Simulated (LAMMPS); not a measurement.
An MD run on Ge (diamond structure), 216 atoms, at 200 K and 0 GPa, heated as the crystal.

All values are model results, not measurements: MD with a machine-learned potential, pair style snap, file Ge_Zuo_JPCA2020.snap (LAMMPS).

| r (Å) | g(r) |
|---|---|
| 2.260 | 0.000 |
| 2.300 | 0.011 |
| 2.340 | 0.038 |
| 2.380 | 0.673 |
| 2.420 | 2.91 |
| 2.460 | 6.49 |
| 2.500 | 8.28 |
| 2.540 | 6.87 |
| 2.580 | 3.67 |
| 2.620 | 1.31 |
| 2.660 | 0.358 |
| 2.700 | 0.074 |
| 2.740 | 0.012 |
| 2.780 | 0.000 |
| 2.820 | 0.000 |
| 2.860 | 0.000 |
| 2.900 | 0.000 |
| 2.940 | 0.000 |
| 2.980 | 0.000 |
| 3.020 | 0.000 |
| 3.060 | 0.000 |
| 3.100 | 0.000 |
| 3.140 | 0.000 |
| 3.180 | 0.000 |
| 3.220 | 0.000 |
| 3.260 | 0.000 |
| 3.300 | 0.000 |
| 3.340 | 0.000 |
| 3.380 | 0.000 |
| 3.420 | 0.000 |
| 3.460 | 0.000 |
| 3.500 | 0.000 |
| 3.540 | 0.000 |
| 3.580 | 0.000 |
| 3.620 | 0.000 |
| 3.660 | 0.000 |
| 3.700 | 0.000 |
| 3.740 | 0.000 |
| 3.780 | 0.000 |
| 3.820 | 0.020 |
| 3.860 | 0.070 |
| 3.900 | 0.382 |
| 3.940 | 1.16 |
| 3.980 | 2.63 |
| 4.020 | 4.56 |
| 4.060 | 6.27 |
| 4.100 | 6.76 |
| 4.140 | 5.78 |
| 4.180 | 3.78 |
| 4.220 | 1.98 |
| 4.260 | 0.846 |
| 4.300 | 0.253 |
| 4.340 | 0.065 |
| 4.380 | 0.014 |
| 4.420 | 0.002 |
| 4.460 | 0.004 |
| 4.500 | 0.007 |
| 4.540 | 0.042 |
| 4.580 | 0.195 |
| 4.620 | 0.483 |
| 4.660 | 1.23 |
| 4.700 | 2.42 |
| 4.740 | 3.72 |
| 4.780 | 4.54 |
| 4.820 | 4.53 |
| 4.860 | 3.60 |
| 4.900 | 2.40 |
| 4.940 | 1.21 |
| 4.980 | 0.537 |
| 5.020 | 0.175 |
| 5.060 | 0.034 |
| 5.100 | 0.009 |
| 5.140 | 0.001 |
| 5.180 | 0.000 |
| 5.220 | 0.000 |
| 5.260 | 0.000 |
| 5.300 | 0.000 |
| 5.340 | 0.000 |
| 5.380 | 0.000 |
| 5.420 | 0.000 |
| 5.460 | 0.001 |
| 5.500 | 0.009 |
| 5.540 | 0.034 |
| 5.580 | 0.110 |
| 5.620 | 0.249 |
| 5.660 | 0.565 |
| 5.700 | 0.958 |
| 5.740 | 1.34 |
| 5.780 | 1.48 |
| 5.820 | 1.43 |
| 5.860 | 1.12 |
| 5.900 | 0.714 |
| 5.940 | 0.385 |
| 5.980 | 0.165 |
| 6.020 | 0.058 |
| 6.060 | 0.049 |
| 6.100 | 0.115 |
| 6.140 | 0.368 |
| 6.180 | 0.876 |
| 6.220 | 1.57 |
| 6.260 | 2.35 |

Read from the full data:
- state found: crystal; no diffusion seen in 15 ps
- first peak of g(r): 2.50 Å, height 8.3
- coordination number: 4.00 (counted to 3.30 Å)

Caution: with SNAP Ge_Zuo_JPCA2020.snap the 0 K volume of this crystal is 7 % off the measured one.
